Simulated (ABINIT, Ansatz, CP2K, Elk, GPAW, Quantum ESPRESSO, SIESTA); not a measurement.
## BiN (P1, 4 atoms in the cell) computed with different codes at matched settings

Self-consistent single point.

```xyz
4
Lattice="3.6137 0.0000 0.0000 0.3459 3.6443 0.0000 0.0768 -0.0019 5.3178" Properties=species:S:1:pos:R:3 pbc="T T T"
Bi     2.7342     3.2926     5.1114
Bi     0.5219     1.2805     2.4448
N      2.8748     3.4595     2.9018
N      0.3427     1.0883     0.2356
```

Shared settings, as Ansatz (a quantum-chemistry and plane-wave program) writes them: kpoints.mp_grid.grid = 5 5 3; scf.occupations.method = fermi_dirac; scf.occupations.width = 0.05 eV. Potentials and cutoffs stand in the table.

```
code                                                                                                                                      model  pressure (GPa)  largest force (eV/Å)  gap on the mesh (eV)       cutoff
----------------  -----------------------------------------------------------------------------------------------------------------------------  --------------  --------------------  --------------------  -----------
GPAW                                                                                      PBEsol, GPAW PAW datasets PBEsol (made by gpaw-setup)               –                 0.392                 1.121       900 eV
CP2K                                                                 PBEsol, GPW, DZVP-MOLOPT-SR-GTH basis, GTH-PBE potentials (GTH_POTENTIALS)           10.08                     –                 1.036  grid 400 Ry
Quantum ESPRESSO                                                                            PBEsol, SSSP 1.1.2 precision (PBE) pseudopotentials            3.49                 0.467                 1.135        75 Ry
Elk                                                             PBEsol, all-electron FP-LAPW, Elk's shipped species files, default APW+lo basis               –                     –                 1.134     rgkmax 7
ABINIT                                                                                       PBEsol, PAW (JTH v2.0 PBE PAW, files made for PBE)            3.14                 0.466                 1.143        52 Ry
Ansatz                                                                                                          PBEsol, PAW files made with PBE            3.39                 0.440                 1.140      default
SIESTA            GGA PBEsol, numerical atomic orbitals DZP, PseudoDojo PBEsol standard norm-conserving potentials (rewritten from UPF to PSML)            8.00                 1.161                 1.118  grid 400 Ry
```

Size of the force on each atom (eV/Å): Sizes of forces hide their directions.

| code | Bi1 | Bi2 | N3 | N4 |
|---|---|---|---|---|
| GPAW | 0.392 | 0.385 | 0.268 | 0.258 |
| Quantum ESPRESSO | 0.467 | 0.461 | 0.339 | 0.329 |
| ABINIT | 0.466 | 0.463 | 0.339 | 0.325 |
| Ansatz | 0.440 | 0.434 | 0.318 | 0.308 |
| SIESTA | 1.155 | 1.161 | 0.923 | 0.887 |

A dash marks a value that a program does not give, or that is left out as unsure.

Gaps are read on the mesh.

On Ansatz's run: spin-orbit coupling is off.

The spread over the programs that give each value: pressure within 6.94 GPa; largest force within 0.769 eV/Å; gap on the mesh within 0.107 eV.

CP2K and SIESTA use small atom-centred bases, whose incompleteness enters pressures, forces and empty levels differently from a plane-wave cutoff. Elk treats all electrons, but the usual bases taken here (sphere radii, linearisation, local orbitals, empty states) were not tested for convergence, so the values are no reference for the others. Ansatz's pressure is given at a fixed set of plane waves, as the other plane-wave codes print theirs; with its correction for the finite basis it is 3.55 GPa. The pressure of GPAW is left out: its cutoff lies under the one at which its stress was checked. In the pressure, CP2K (by 6.69) and SIESTA (by 4.62) lie more than 1 GPa from the median of the plane-wave programs. In the force vectors, SIESTA (by 0.718) lies more than 0.08 eV/Å from the median of the plane-wave programs.

The starting cell comes from a database of computed structures (which also holds hypothetical and non-ambient phases and stackings), without a prior relaxation at this level. Its lattice was rescaled by a random factor within 2.5 % of one.

Keys are those of Ansatz 0.2.
